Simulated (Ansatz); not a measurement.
Cell and atoms of amorphous IGZO (In$_{6}$Ga$_{12}$Zn$_{6}$O$_{33}$):

```xyz
57
Lattice="9.3680 0.0273 0.0970 0.0273 8.6254 -0.0758 0.0970 -0.0758 9.1273" Properties=species:S:1:pos:R:3 pbc="T T T"
In     3.6123     7.0532     0.8299
In     6.7050     4.9107     3.6005
In     3.8284     0.5558     6.8568
In     6.7705     0.2631     8.7262
In     7.1669     3.1570     6.4127
In     5.0748     3.6607     0.0402
Ga     0.4672     1.9909     7.1613
Ga     9.3694     0.3585     2.4073
Ga     2.1598     1.6306     0.5585
Ga     3.2180     4.2864     2.3744
Ga     9.1066     3.4377     1.6183
Ga     4.2887     3.5223     5.6315
Ga     5.9851     6.1513     6.8310
Ga     1.2720     8.1388     5.0785
Ga     3.2652     1.0571     3.7145
Ga     7.7045     5.9248     0.3766
Ga     6.2771     7.7832     2.7253
Ga     6.2077     2.1180     2.6427
Zn     0.8321     6.1780     2.6331
Zn     0.7941     7.5609     8.3359
Zn     1.3204     3.3627     4.3870
Zn     9.3133     5.5836     6.1652
Zn     1.7104     4.5872     8.4084
Zn     3.7926     6.2584     4.5516
O      5.0474     0.7382     3.2666
O      1.2054     0.8253     3.7413
O      8.1944     7.3512     8.4732
O      4.4302     5.3092     6.2911
O      0.3105     1.6784     1.0197
O      5.0370     2.5726     7.2616
O      3.0266     2.2323     2.0782
O      7.7798     3.2232     2.8613
O      5.1620     3.9787     2.2161
O      0.9257     7.6207     1.2589
O      5.9381     3.1329     4.7076
O      3.1729     1.9830     5.3961
O      9.0297     4.5592     0.1642
O      6.1097     1.9608     0.7328
O      3.0682     0.0539     8.8522
O      5.6063     7.9792     7.1105
O      7.5841     0.4702     2.8080
O      1.0670     0.2623     6.8396
O      3.1619     8.0680     4.9934
O      5.6971     6.6574     4.0722
O      7.7384     6.2119     2.2138
O      1.9351     2.6306     8.1667
O      6.4297     5.1019     8.4176
O      3.0863     4.2762     4.3039
O      3.2827     4.8669     0.3894
O      1.3588     6.0385     7.2588
O      2.9900     6.2733     2.6355
O      1.0980     4.1904     2.5747
O      0.1076     3.3168     5.8577
O      7.4042     5.2542     5.8684
O      0.3647     6.6868     4.4824
O      8.0178     1.7163     7.5889
O      5.6235     7.5586     0.9530
```

Level of theory: PBE, scalar-relativistic without spin-orbit coupling (plane waves to 420 eV, PAW; Ansatz, a program for electronic structure).

The cell was made by melting and quenching with the CHGNet potential and then relaxed with DFT. O atoms were pushed apart under 1.9 Å during the dynamics, to hinder bonds among them. The hot cell started wider than the set density and was brought back towards it in steps. It is the lowest in DFT energy of 2 quenches. It is a model cell: composition and starting density were chosen by hand, and all elements were melted together. No dispersion term was used. Its density started from a set value of 5.59 and ended at 5.51 g/cm³. Cooling (nominally 170 K/ps over its main leg) ran many orders faster than in experiment, which tends to leave more defects and strain. One small periodic cell is one sample of the glass; other quenches scatter about these values. Volume and shape were free in the relaxation.

Cut-offs for bonds: In-In 3.12 Å, In-Ga 2.90 Å, In-Zn 2.90 Å, In-O 2.56 Å, Ga-Ga 2.68 Å, Ga-Zn 2.68 Å, Ga-O 2.44 Å, Zn-Zn 2.68 Å, Zn-O 2.36 Å, O-O 1.58 Å. Two cations that share two anions don't count as bonded, nor two that share one unless they lie closer than In-In 3.04 Å, In-Ga 2.82 Å, In-Zn 2.82 Å, Ga-Ga 2.61 Å, Ga-Zn 2.61 Å, Zn-Zn 2.61 Å.

Question: Give the coordination numbers, mean bond lengths and angles.

Answer: 
The mean coordination of In by anions is 5.00 (1 with 4, 4 with 5, 1 with 6). The mean coordination of Ga by anions comes out as 4.58 (7 with 4, 3 with 5, 2 with 6) and the mean coordination of Zn by anions comes out as 4.00 (1 with 3, 4 with 4, 1 with 5). The mean coordination of O is 3.30 (23 with 3, 10 with 4) and the mean Ga-O bond is 1.944 Å (spread 0.106 Å, 55 counted). The mean In-O bond is 2.184 Å (spread 0.098 Å, 30 counted) and the mean Zn-O bond is 2.019 Å (spread 0.084 Å, 24 counted). The bond angle at In is mean 106.3°, spread 27.6° and the bond angle at Ga comes out as mean 107.3°, spread 23.5°. The bond angle at Zn comes out as mean 108.1°, spread 20.0°. The bond angle at O comes out as mean 112.3°, spread 13.6°.

Question: List the pairs of like atoms that count as bonded by the rules above.

Answer: There are none by these rules.

Question: What Bader charges do the atoms carry, from a run on the zone centre alone?

Answer: Means (range): In +1.83 e (+1.78 to +1.87), Ga +1.84 e (+1.80 to +1.89), Zn +1.26 e (+1.24 to +1.30), O -1.23 e (-1.26 to -1.18).
```json
[
 {"atom": "In1", "charge (e)": "+1.78"},
 {"atom": "In2", "charge (e)": "+1.85"},
 {"atom": "In3", "charge (e)": "+1.85"},
 {"atom": "In4", "charge (e)": "+1.87"},
 {"atom": "In5", "charge (e)": "+1.79"},
 {"atom": "In6", "charge (e)": "+1.82"},
 {"atom": "Ga7", "charge (e)": "+1.84"},
 {"atom": "Ga8", "charge (e)": "+1.82"},
 {"atom": "Ga9", "charge (e)": "+1.80"},
 {"atom": "Ga10", "charge (e)": "+1.87"},
 {"atom": "Ga11", "charge (e)": "+1.83"},
 {"atom": "Ga12", "charge (e)": "+1.86"},
 {"atom": "Ga13", "charge (e)": "+1.84"},
 {"atom": "Ga14", "charge (e)": "+1.82"},
 {"atom": "Ga15", "charge (e)": "+1.83"},
 {"atom": "Ga16", "charge (e)": "+1.83"},
 {"atom": "Ga17", "charge (e)": "+1.86"},
 {"atom": "Ga18", "charge (e)": "+1.89"},
 {"atom": "Zn19", "charge (e)": "+1.26"},
 {"atom": "Zn20", "charge (e)": "+1.26"},
 {"atom": "Zn21", "charge (e)": "+1.25"},
 {"atom": "Zn22", "charge (e)": "+1.24"},
 {"atom": "Zn23", "charge (e)": "+1.24"},
 {"atom": "Zn24", "charge (e)": "+1.30"},
 {"atom": "O25", "charge (e)": "-1.24"},
 {"atom": "O26", "charge (e)": "-1.25"},
 {"atom": "O27", "charge (e)": "-1.23"},
 {"atom": "O28", "charge (e)": "-1.24"},
 {"atom": "O29", "charge (e)": "-1.26"},
 {"atom": "O30", "charge (e)": "-1.23"},
 {"atom": "O31", "charge (e)": "-1.24"},
 {"atom": "O32", "charge (e)": "-1.23"},
 {"atom": "O33", "charge (e)": "-1.25"},
 {"atom": "O34", "charge (e)": "-1.23"},
 {"atom": "O35", "charge (e)": "-1.22"},
 {"atom": "O36", "charge (e)": "-1.22"},
 {"atom": "O37", "charge (e)": "-1.26"},
 {"atom": "O38", "charge (e)": "-1.21"},
 {"atom": "O39", "charge (e)": "-1.20"},
 {"atom": "O40", "charge (e)": "-1.22"},
 {"atom": "O41", "charge (e)": "-1.25"},
 {"atom": "O42", "charge (e)": "-1.25"},
 {"atom": "O43", "charge (e)": "-1.23"},
 {"atom": "O44", "charge (e)": "-1.21"},
 {"atom": "O45", "charge (e)": "-1.25"},
 {"atom": "O46", "charge (e)": "-1.24"},
 {"atom": "O47", "charge (e)": "-1.26"},
 {"atom": "O48", "charge (e)": "-1.24"},
 {"atom": "O49", "charge (e)": "-1.21"},
 {"atom": "O50", "charge (e)": "-1.18"},
 {"atom": "O51", "charge (e)": "-1.21"},
 {"atom": "O52", "charge (e)": "-1.24"},
 {"atom": "O53", "charge (e)": "-1.24"},
 {"atom": "O54", "charge (e)": "-1.20"},
 {"atom": "O55", "charge (e)": "-1.23"},
 {"atom": "O56", "charge (e)": "-1.20"},
 {"atom": "O57", "charge (e)": "-1.23"}
]
```
